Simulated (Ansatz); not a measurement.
# A computed series for GaN: response to strain

The reference is GaN in the zinc blende structure (space group F-43m, No. 216; a = 4.498 Å). Axes: x, y, z lie along the cube axes.

Strains are applied to the cell and any free atomic positions relax; under biaxial strain the out-of-plane vector relaxes too.

All numbers come from PBEsol (Ansatz, a quantum-chemistry and plane-wave program), without spin-orbit coupling.

Notes on the quantities. pressure: mean of the normal stresses, compression positive; energy relative to the base: free energy F.

| case | pressure | band gap | energy relative to the base | ratio −ε⊥/ε∥ |
|---|---|---|---|---|
| base | 0.00 GPa | 1.70 eV | 0 meV/atom | – |
| biaxial strain −3.00 %, plane normal [001], relaxed out of plane | 5.75 GPa | 1.77 eV | +18 meV/atom | 1.05 |
| biaxial strain −2.50 %, plane normal [001], relaxed out of plane | 4.70 GPa | 1.76 eV | +12 meV/atom | 1.05 |
| biaxial strain −1.50 %, plane normal [001], relaxed out of plane | 2.72 GPa | 1.74 eV | +4.3 meV/atom | 1.07 |
| biaxial strain +0.50 %, plane normal [001], relaxed out of plane | -0.84 GPa | 1.64 eV | +0.5 meV/atom | – |
| biaxial strain +1.00 %, plane normal [001], relaxed out of plane | -1.66 GPa | 1.58 eV | +1.8 meV/atom | 1.10 |
| biaxial strain +1.50 %, plane normal [001], relaxed out of plane | -2.44 GPa | 1.52 eV | +4.0 meV/atom | 1.11 |
| biaxial strain +2.00 %, plane normal [001], relaxed out of plane | -3.20 GPa | 1.47 eV | +7.0 meV/atom | 1.12 |
| biaxial strain +2.50 %, plane normal [001], relaxed out of plane | -3.94 GPa | 1.41 eV | +11 meV/atom | 1.12 |
| biaxial strain +3.00 %, plane normal [001], relaxed out of plane | -4.64 GPa | 1.36 eV | +15 meV/atom | 1.13 |

Whether these cells are dynamically stable was not tested. This is not the structure that GaN has at room temperature and ambient pressure.
